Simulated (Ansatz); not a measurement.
Take AlN (space group P4_2/mnm, No. 136; a = 5.2943 Å, c = 3.1090 Å; a hypothetical phase, not in the database extracts checked) as the base.

Levels (all Ansatz, a quantum-chemistry and plane-wave program, PAW): PBEsol (420 eV, no spin-orbit coupling); r2SCAN (500 eV, no spin-orbit coupling); HSE06 (420 eV, no spin-orbit coupling).

One geometry, relaxed with PBEsol, under each level:

```csv
level,band gap,lowest conduction level above the VBM at special points,pressure
PBEsol,3.75 eV,Γ 3.75 eV; A 5.11 eV; X 5.74 eV; Z 5.90 eV,0.00 GPa
r2SCAN,4.43 eV,Γ 4.43 eV; A 5.86 eV; X 6.49 eV; Z 6.73 eV,-1.28 GPa
HSE06,?,?,–
```

Q: Give the withheld HSE06 results.

A: 
- HSE06, band gap: 5.14 eV
- HSE06, lowest conduction level above the VBM at special points: Γ 5.14 eV; A 6.54 eV; X 7.24 eV

Single points use the geometry relaxed with PBEsol. Their cutoffs differ, which shifts pressures a little. The hybrid gap comes from the SCF mesh plus the semilocal run's edge points and a few special points and is an upper bound. Stability against distortions was not tested.
